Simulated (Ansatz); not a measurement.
The starting structures come from a database of crystals and need not be the phases stable at ambient conditions.

 Where the default PAW files enter, the runs use the earlier of Ansatz's two default sets.

Crystal: Li2H6PtO6 (P-3, not sure to be the ambient phase, 15 atoms a cell, 7.3 Å³ an atom, -2 GPa at this level); planes in its conventional cell.

Method: r2SCAN (plane waves, PAW; Ansatz, a program for electronic structure).

The gap is the functional's own. No spin-orbit coupling. Mid-gap values are interpolated on the energy grid.

| plane | area of the cell (Å²) | mid-gap κ (1/Å) | largest κ in the gap (1/Å) |
|---|---|---|---|
| (001) | 24.9 | 0.49 | 0.51 |
| (100) | 23.7 | [?] | [?] |

Problem. The slowest decay depends on the direction. Supply the withheld values.

Solution. 
- (100), mid-gap κ (1/Å): 0.42
- (100), largest κ in the gap (1/Å): 0.44
